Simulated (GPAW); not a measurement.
GPAW run on LaB₆ (Pm-3m, 7 atoms in the cell): self-consistent single point.

Computed with PBE, GPAW PAW datasets PBE (gpaw-data 1.0.1) (plane waves; GPAW).

```xyz
7
Lattice="4.1571 0.0000 0.0000 0.0000 4.1571 0.0000 0.0000 0.0000 4.1571" Properties=species:S:1:pos:R:3 pbc="T T T"
La     0.0000     0.0000     0.0000
B      0.8253     2.0785     2.0785
B      2.0785     0.8253     2.0785
B      3.3318     2.0785     2.0785
B      2.0785     3.3318     2.0785
B      2.0785     2.0785     0.8253
B      2.0785     2.0785     3.3318
```

Reference input (self-consistent single point, DFT PBE, plane waves, GPAW PAW datasets PBE (gpaw-data 1.0.1)): mode = pw; ecut = 950 eV; xc = PBE; kpts = 8 8 8; mesh shift (steps) = 0.5 0.5 0.5; occupations.name = methfessel-paxton; occupations.width = 0.05 eV; occupations.order = 1; nbands = -13; symmetry.symmorphic = false; symmetry.tolerance = 0.0005; maxiter = 150. This run's input differs from it in these lines:

```diff
@@ -19,3 +19,3 @@
             xc='PBE',
-            kpts=(8, 8, 8),
+            kpts=(6, 6, 6),
             occupations={'name': 'methfessel-paxton', 'width': 0.05, 'order': 1},
```

Log, with long lists cut:

```
     iter     time        total  log10-change:
                         energy   eigst   dens
iter:   1 --:--:--   -53.054152
iter:   2 --:--:--   -52.136813   -0.71  -0.82
iter:   3 --:--:--   -50.187591   -0.03  -0.85
iter:   4 --:--:--   -48.920783   -1.00  -1.20
iter:   5 --:--:--   -48.950501   -1.65  -1.47
   [... 2 lines left out ...]
iter:   8 --:--:--   -48.899042   -2.74  -2.11
iter:   9 --:--:--   -48.909984   -2.54  -2.27
iter:  10 --:--:--   -48.891925   -2.63  -1.99
iter:  11 --:--:--   -48.891985   -3.75  -3.02
iter:  12 --:--:--   -48.891991c  -4.72  -3.19
iter:  13 --:--:--   -48.891989c  -5.66  -3.23
iter:  14 --:--:--   -48.891878c  -5.06  -3.26
iter:  15 --:--:--   -48.891679c  -4.56  -3.30
iter:  16 --:--:--   -48.891493c  -5.01  -3.11
   [... 4 lines left out ...]
iter:  21 --:--:--   -48.891481c  -6.63  -3.93
iter:  22 --:--:--   -48.891483c  -6.38  -3.94
iter:  23 --:--:--   -48.891488c  -6.55  -3.94
iter:  24 --:--:--   -48.891483c  -7.03  -3.99
iter:  25 --:--:--   -48.891480c  -6.46  -4.16c
iter:  26 --:--:--   -48.891480c  -7.51c -4.27c
Converged after 26 iterations.

Dipole moment: (0.000000, -0.000000, -0.000000) |e|*Ang

Energy contributions relative to reference atoms: (reference = -235130.060125)

Kinetic:        +48.706642
Potential:      -39.371909
External:        +0.000000
XC:             -57.627168
Entropy (-ST):   -0.001566
Local:           -0.598001
SIC:             +0.000000
--------------------------
Free energy:    -48.892002
Extrapolated:   -48.891480

Showing only first 2 kpts
 Kpt  Band  Eigenvalues  Occupancy
  0    12      8.55911    2.00000
  0    13      9.16631    2.00000
  0    14     11.29054   -0.00000
  0    15     11.29054   -0.00000

  1    12      7.78335    2.00000
  1    13      9.08244    2.00000
  1    14     10.05353    2.00000
  1    15     12.08611   -0.00000

Fermi level: 11.10601

No gap
   [... lines left out ...]
  1 B     0.32372   -0.00000    0.00000
  2 B    -0.00000    0.32372   -0.00000
  3 B    -0.32372   -0.00000    0.00000
  4 B     0.00000   -0.32372    0.00000
  5 B    -0.00000    0.00000    0.32372
  6 B    -0.00000    0.00000   -0.32372

Stress tensor:
     0.003116    -0.000000     0.000000
    -0.000000     0.003116     0.000000
     0.000000     0.000000     0.003116
Stress (GPa, Voigt): [ 0.4993  0.4993  0.4993  0.      0.     -0.    ]
```

The run converged in 26 iterations. GPAW prints stress with tension positive. Against the reference run the free energy falls by 2.6 meV/atom and the largest force goes from 0.350 to 0.324 eV/Å.

At such cutoffs GPAW's stress carries a finite-basis (Pulay) error, which enters relaxed cells too; its log prints stress with tension positive.

The starting cell comes from a database of published, mostly measured structures (it also holds non-ambient and calculated ones), without a prior relaxation at this level.

Cost on one core of a shared machine: roughly 70 s.
